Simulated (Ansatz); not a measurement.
Pressure series in SnO

Take SnO in the litharge type structure (space group P4/nmm, No. 129; a = 3.793 Å, c = 4.764 Å; layered, stacked along the Cartesian z axis) as the base.

Cell and atoms are relaxed at each pressure.

The values are results of r2SCAN+rVV10 (Ansatz, a quantum-chemistry and plane-wave program), no spin-orbit coupling, not measurements.

```
case               band gap     density
-----------------  --------  ----------
base                   zero  6.53 g/cm³
pressure −2 GPa     0.80 eV  5.88 g/cm³
pressure −1 GPa     0.26 eV  6.30 g/cm³
pressure 0.9 GPa       zero  6.69 g/cm³
pressure 2.1 GPa       zero  6.87 g/cm³
pressure 4.5 GPa       zero           …
pressure 9 GPa         zero  7.58 g/cm³
pressure 15 GPa        zero  8.01 g/cm³
pressure 22.5 GPa      zero  8.43 g/cm³
pressure 30 GPa        zero  8.77 g/cm³
```

Complete the table.


- pressure 4.5 GPa, density: 7.17 g/cm³

The mesh was chosen for an insulator and is coarse for the gapless case. Load acts through the strain it causes; cell and atoms are relaxed under it. No phonon test of stability was made. Competing high-pressure phases were not computed. All final runs are without spin polarisation. The zero or small gap of SnO can change with the level of theory.
